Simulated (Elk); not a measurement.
Band structure of HfIr3 (Pm-3m, 4 atoms in the cell).

```yaml
crystal:
  lattice:
    - [3.87090, 0.00000, 0.00000]
    - [0.00000, 3.87090, 0.00000]
    - [0.00000, 0.00000, 3.87090]
  atoms:
    - { symbol: Hf, position: [0.00000, 0.00000, 0.00000] }
    - { symbol: Ir, position: [0.00000, 0.50000, 0.50000] }
    - { symbol: Ir, position: [0.50000, 0.00000, 0.50000] }
    - { symbol: Ir, position: [0.50000, 0.50000, 0.00000] }
```

Computed with PBEsol, all-electron FP-LAPW, Elk's shipped species files, LAPW+lo basis (Elk 10.2.4).

Settings: xctype = 22; rgkmax = 7.5; stype = 0; swidth = 0.00734986 Ha; ngridk = 7 7 7; gmaxvr = 14 1/bohr; nxoapwlo = 1; rmtscf = 0.87; maxscl = 100.

The starting cell comes from a database of computed structures (which also holds hypothetical and non-ambient phases and stackings), without a prior relaxation at this level. Its lattice was rescaled by a random factor within 2.5 % of one. Spin-orbit coupling is off. Spin polarisation is off. Values depend on the basis (sphere radii, cutoffs, local orbitals), which need not be converged.

Levels in eV from the Fermi level, bands 53 to 60:
```json
[
 {"point": "Γ", "53": "0.00", "54": "1.46", "55": "2.09", "56": "2.09", "57": "2.09", "58": "3.04", "59": "3.04", "60": "3.04"},
 {"point": "X", "53": "-1.85", "54": "-1.23", "55": "-1.14", "56": "-1.14", "57": "0.38", "58": "2.04", "59": "2.04", "60": "2.09"},
 {"point": "M", "53": "-1.86", "54": "-1.81", "55": "-1.71", "56": "-1.71", "57": "-0.74", "58": "-0.73", "59": "3.00", "60": "3.00"},
 {"point": "R", "53": "-1.80", "54": "-0.24", "55": "0.91", "56": "0.91", "57": "0.91", "58": "1.48", "59": "1.48", "60": "1.48"}
]
```

Bands cross the Fermi level along this path, so the cell is metallic at this level.
